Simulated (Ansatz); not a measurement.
The reference is InP in the zinc blende structure (space group F-43m, No. 216).

```
InP
1.0
    0.00000     2.93912     2.93912
    2.93912     0.00000     2.93912
    2.93912     2.93912     0.00000
P In
1 1
Direct
  0.75000   0.75000   0.75000
  0.00000   0.00000   0.00000
```

Level of theory: PBEsol (Ansatz, a program for electronic structure), without spin-orbit coupling.

Base values:

```
Item                      Result
-------------------  -----------
Smallest direct gap      0.57 eV
Lattice parameter a      5.878 Å
Band gap                 0.57 eV
Gap character        direct at Γ
```

One thing is altered: Ga takes the place of In on all its sites; the structure is relaxed again.

Tabulated Pauling electronegativity and covalent radius: In 1.78, 1.42 Å; Ga 1.81, 1.22 Å.

### Question
Estimate the effect on the smallest direct gap.

### Answer
The smallest direct gap grows by 1.23 eV (0.57 eV → 1.80 eV).

### Question
Predict the new lattice parameter a.

### Answer
The lattice parameter a falls by 0.440 Å, from 5.878 Å to 5.438 Å.

### Question
Predict the new band gap.

### Answer
The band gap grows by 0.88 eV (0.57 eV → 1.45 eV).

### Question
Estimate the effect on the gap character.

### Answer
The gap character goes from direct at Γ to indirect, Γ → Γ–X (87 % along).

No phonon test of stability was made.
